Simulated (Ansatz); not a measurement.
Take Re in the hcp (Mg type) structure (space group P6_3/mmc, No. 194; a = 2.7519 Å, c = 4.4401 Å; relaxed with 0.1 eV smearing) as the base. Axes: x lies along a and z along c of the hexagonal cell.

Structures relaxed with PBEsol (Ansatz, an electronic-structure program; PAW; 420 eV plane waves; scalar-relativistic without spin-orbit coupling).

Base:

Simulated powder pattern, Mo Kα, λ = 0.71073 Å (kinematic, ideal powder, no thermal factors, no anomalous dispersion; the 8 strongest lines at most, above 2 %, up to 2θ = 40°):

```
2θ (°)  I/Imax (%)    hkl
------  ----------  -----
17.15           23  (100)
18.42           26  (002)
19.49          100  (101)
25.27           16  (102)
29.93           20  (110)
32.84           23  (103)
35.38           24  (112)
35.97           17  (201)
```

After one change:

Simulated powder pattern, Mo Kα, λ = 0.71073 Å (kinematic, ideal powder, no thermal factors, no anomalous dispersion; the 8 strongest lines at most, above 2 %, up to 2θ = 40°):

| 2θ (°) | I/Imax (%) |
|---|---|
| 17.15 | 67 |
| 18.43 | 75 |
| 19.25 | 100 |
| 19.49 | 97 |
| 19.74 | 94 |
| 29.94 | 58 |
| 32.40 | 23 |
| 35.10 | 24 |

Question: What was done to the base?
A) tensor shear ε_xz = +1.71 %
B) tensor shear ε_xz = +0.57 %
C) tensor shear ε_xz = +1.14 %

Answer: A, tensor shear ε_xz = +1.71 %. Its volume per atom is 14.56 Å³ against 14.56 Å³, and its space group is C2/c (No. 15).

The cells carry an imposed strain or load. No phonon test of stability was made. All final runs are without spin polarisation.
